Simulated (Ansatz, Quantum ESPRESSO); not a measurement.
# BaSi3Pd (I4mm, 5 atoms in the cell) computed with different codes at matched settings

Self-consistent single point.

```xyz
5
Lattice="-2.2552 2.2552 5.2122 2.2552 -2.2552 5.2122 2.2552 2.2552 -5.2122" Properties=species:S:1:pos:R:3 pbc="T T T"
Ba     0.0000     0.0000     6.4159
Si     0.0000     0.0000     0.0064
Si     2.2552     0.0000     3.8484
Si     0.0000     2.2552     3.8484
Pd     0.0000     0.0000     2.7340
```

All programs got the same cell, k-point mesh and kind of occupations (in Ansatz's words: kpoints.mp_grid.grid = 8 8 8; scf.occupations.method = fermi_dirac; scf.occupations.width = 0.1 eV); potentials, basis and cutoffs are each program's usual ones.

| code | model | pressure (GPa) | largest force (eV/Å) | cutoff |
|---|---|---|---|---|
| Quantum ESPRESSO | LDA (PZ), GBRV 1.5 ultrasoft (LDA) pseudopotentials | -8.46 | 0.296 | 40 Ry |
| Ansatz | LDA (PW92), PAW files made with PBE | -8.71 | 0.308 | default |

Size of the force on each atom (eV/Å): Sizes of forces hide their directions.

```tsv
code	Ba1	Si2	Si3	Si4	Pd5
Quantum ESPRESSO	0.057	0.077	0.159	0.159	0.296
Ansatz	0.067	0.093	0.167	0.167	0.308
```

The spread over the programs that give each value: pressure within 0.25 GPa; largest force within 0.012 eV/Å.

The starting cell comes from a database of computed structures (which also holds hypothetical and non-ambient phases and stackings), without a prior relaxation at this level. Its lattice was rescaled by a random factor within 2.5 % of one. On Ansatz's run: Spin polarisation is off. With a pressure of about -9 GPa the cell is away from its equilibrium volume at this level.

### Question
Why do the programs differ, and what cannot be compared?

### Answer
Differences of this kind can come from the potentials, where these differ, and from what each basis and cutoff leave unconverged. The valence holds different numbers of electrons (Quantum ESPRESSO 38, Ansatz (a first-principles code) 40). The zero of total energies and Fermi levels follows the potentials and each program's conventions, so they are not compared here. Ansatz's pressure is given at a fixed set of plane waves, as the other plane-wave codes print theirs. The same LDA comes in different parametrisations, which differ slightly.

Keys are those of Ansatz 0.2.
